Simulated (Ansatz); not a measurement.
NiSi2 under a change: pressure 0.7 GPa

The reference is NiSi2 (space group Fm-3m, No. 225; a = 5.444 Å; non-magnetic).

The change: cell and atoms relaxed at a pressure of 0.7 GPa.

All numbers come from Kohn–Sham DFT with the PBE functional, run in Ansatz (an electronic-structure program) with PAW and 420 eV plane waves, no SOC, earlier PAW set. Settings: 15×15×15 k-points, 0.05 eV Fermi–Dirac smearing.

The volume per atom drops by 0.063 Å³, from 13.45 Å³ to 13.38 Å³ and the density rises by 0.02 g/cm³ (4.73 g/cm³ → 4.75 g/cm³). The lattice parameter a decreases by 0.009 Å (5.444 Å → 5.435 Å) and the shortest interatomic distance falls by 0.0037 Å to 2.354 Å. The enthalpy H = E + PV relative to the base's energy is +0.06 eV/atom and the band gap remains zero.

Final structure:

```yaml
crystal:
  lattice:
    - [0.00000, 2.71774, 2.71774]
    - [2.71774, 0.00000, 2.71774]
    - [2.71774, 2.71774, 0.00000]
  atoms:
    - { symbol: Ni, position: [0.00000, 0.00000, 0.00000] }
    - { symbol: Si, position: [0.25000, 0.25000, 0.25000] }
    - { symbol: Si, position: [0.75000, 0.75000, 0.75000] }
```

Cost of the whole job for the changed cell (relaxation, final SCF and bands): very roughly 19 core-seconds.

Load acts through the strain it causes; cell and atoms are relaxed under it. No phonon test of stability was made. Seeded moments were not kept for the base. All final runs are without spin polarisation.
